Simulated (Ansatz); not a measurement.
Bulk modulus B0 of TiOF₂ (P4₂/mmc, No. 131, 8 atoms in the cell; start mp-37473) at several levels of theory

No measured value is used here.

```json
[
 {"level (code)": "LDA (Ansatz)", "value (GPa)": "157", "cell (Å³/atom)": "13.37"},
 {"level (code)": "PBEsol (Ansatz)", "value (GPa)": "(withheld)", "cell (Å³/atom)": "13.78"},
 {"level (code)": "r²SCAN (Ansatz)", "value (GPa)": "148", "cell (Å³/atom)": "13.82"}
]
```

Task: Some entries are withheld; supply them.

Result: 
- PBEsol (Ansatz, a quantum-chemistry and plane-wave program), value (GPa): 143

LDA, PBEsol, r²SCAN: the bulk modulus is −V dP/dV from two relaxed cells at ±2 % in volume. LDA, PBEsol, r²SCAN: the relaxation could not lower the start's symmetry, so the cell can be a saddle point above a distorted one. Each level is taken at its own relaxed cell. Cutoffs differ between the levels. Ansatz's density-functional and Hartree–Fock values are scalar-relativistic unless marked +SOC, with PAW data made under PBE.

A start named mp-… is a Materials Project structure, which need not be a measured phase.
